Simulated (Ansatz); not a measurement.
The starting structures come from a database of crystals and need not be the phases stable at ambient conditions.

By PBEsol, the system below comes out a metal.

A figure of merit of an interconnect metal is its ballistic conductance per area.

```
FeTi
1.0
    4.15592     0.00000     0.00000
   -2.07796     3.59913     0.00000
    2.07796     1.19971     1.69665
Ti Fe
1 1
Direct
  0.00000   0.00000   0.00000
  0.00000   0.50000   0.50000
```

The cell is taken as given; by PBEsol it stands under a pressure of -4.6 GPa.

The current flows along the normal of the first two printed cell vectors, the (111) plane of the conventional cell. No spin-orbit coupling; the value is a mean over 0.1 eV about the Fermi level.

Q: Predict the ballistic conductance per area from PBEsol (Ansatz, a program for electronic structure).

A: 0.36 × 10¹⁵ S/m² for both spins.
